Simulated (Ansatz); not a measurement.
Start from Ag in the fcc (Cu type) structure (space group Fm-3m, No. 225; relaxed with 0.1 eV smearing).

```
Ag
1.0
    0.00000     2.02691     2.02691
    2.02691     0.00000     2.02691
    2.02691     2.02691     0.00000
Ag
1
Direct
  0.00000   0.00000   0.00000
```

Cartesian axes are those of the cell as printed.

Calculations: PBEsol, PAW, 420 eV (Ansatz, a quantum-chemistry and plane-wave program; without spin-orbit coupling).

For the base:

```
Item                Value
---------------  --------
Pressure          0.0 GPa
Volume per atom  16.65 Å³
```

Modification: biaxial strain +3.69 %, plane normal [110], relaxed out of plane (Cartesian); in-plane vectors clamped, the third vector and the atoms free.

### Question
Estimate the effect on the pressure.

### Answer
The pressure (mean of the normal stresses, compression positive) goes from zero to -4.1 GPa.

### Question
What happens to the volume per atom?

### Answer
The volume per atom increases by 0.743 Å³ to 17.40 Å³.

A biaxial case was relaxed in a doubled cell and then solved in the primitive one. Whether these cells are dynamically stable was not tested.
